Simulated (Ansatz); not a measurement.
Band structure of CaI₂ (P-3m1, 3 atoms in the cell).

```
CaI2
1.0
    4.52897     0.00000     0.00000
   -2.26449     3.92220     0.00000
    0.00000     0.00000     7.20983
Ca I
1 2
Direct
  0.00000   0.00000   0.00000
  0.33333   0.66667   0.24430
  0.66667   0.33333   0.75570
```

Method: PBEsol, PAW files made with PBE (plane waves; Ansatz, an electronic-structure program).

Settings: basis.ecutwfc = 420 eV; kpoints.mp_grid.grid = 5 5 3; hamiltonian.xc = pbesol; hamiltonian.pseudopotentials = {kind: paw} (the program's default PAW files); scf.occupations.method = fixed; kpoints.band_path.npoints = 8.

The starting cell comes from a database of computed structures (which also holds hypothetical and non-ambient phases and stackings), without a prior relaxation at this level. Spin-orbit coupling is off.

Predict the gap along the standard path and the places of the band edges.

The gap along the path is 3.58 eV, from Γ to M; the smallest direct gap on it is 4.05 eV.

Levels in eV from the top of the valence band on the path, bands 19 to 26:
| point | 19 | 20 | 21 | 22 | 23 | 24 | 25 | 26 |
|---|---|---|---|---|---|---|---|---|
| Γ | -0.89 | -0.17 | -0.17 | 0.00 | 4.05 | 4.43 | 4.43 | 4.65 |
| M | -1.23 | -0.95 | -0.91 | -0.78 | 3.58 | 5.19 | 5.38 | 5.77 |
| K | -1.68 | -1.09 | -1.05 | -1.05 | 4.55 | 4.92 | 4.92 | 5.67 |
| A | -0.82 | -0.82 | -0.26 | -0.26 | 4.29 | 4.40 | 4.40 | 5.25 |
| L | -0.94 | -0.85 | -0.79 | -0.66 | 3.68 | 5.16 | 5.36 | 5.44 |
| H | -1.88 | -1.37 | -0.68 | -0.68 | 4.79 | 4.81 | 4.81 | 5.94 |

Keys are those of Ansatz 0.2.
